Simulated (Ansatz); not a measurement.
The starting structures come from a database of crystals and need not be the phases stable at ambient conditions.

 Where the default PAW files enter, the runs use the earlier of Ansatz's two default sets.

By PBEsol, the system below comes out a metal.

Consider the following.

```xyz
1
Lattice="3.6678 0.0000 0.0000 0.0000 3.6678 0.0000 1.8339 -1.8339 1.8713" Properties=species:S:1:pos:R:3 pbc="T T T"
Sb     0.0000     0.0000     0.0000
```

Space group of this cell: I4/mmm. The cell is strained (lengths across the current scaled by 0.98, ions clamped); by PBEsol its mean pressure is 2.2 GPa.

The current flows along the normal of the first two printed cell vectors, the (001) (indices of the unstrained crystal) plane of the conventional cell. No spin-orbit coupling; the value is a mean over 0.1 eV about the Fermi level.

Q: Estimate the ballistic conductance per area that PBEsol (Ansatz, a first-principles code) returns for this system.

A: 1.4 × 10¹⁵ S/m² for both spins.
